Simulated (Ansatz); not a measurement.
System: PbI2 (P6₃mc, No. 186). Method: PBEsol (Ansatz, a first-principles code, PAW).

Settings: plane-wave cutoff 500 eV, 12×12×4 k mesh (along the axes of the cell as run), gaussian smearing 0.02 eV, scalar-relativistic PAW data made under PBE.

Cell (relaxed at this level):

```yaml
crystal:
  lattice:
    - [4.53978, 0.00000, 0.00000]
    - [-2.26989, 3.93156, 0.00000]
    - [0.00000, 0.00000, 14.19146]
  atoms:
    - { symbol: Pb, position: [0.66667, 0.33333, 0.50001] }
    - { symbol: Pb, position: [0.33333, 0.66667, 0.00001] }
    - { symbol: I, position: [0.66667, 0.33333, 0.86873] }
    - { symbol: I, position: [0.33333, 0.66667, 0.36873] }
    - { symbol: I, position: [0.00000, 0.00000, 0.13126] }
    - { symbol: I, position: [0.00000, 0.00000, 0.63126] }
```

### Question
Give the computed band gap.

### Answer

band gap: 2.17 eV (on the SCF k mesh)

Note: the cell comes from a level without a dispersion term, which matters for the spacing of layers, chains or molecules.

Spin–orbit coupling is not included; with these elements it can move the gap by several tenths of an eV or more.

Static lattice: no zero-point or thermal effects.

It cost about 13 core-minutes (a rough figure) of CPU time.
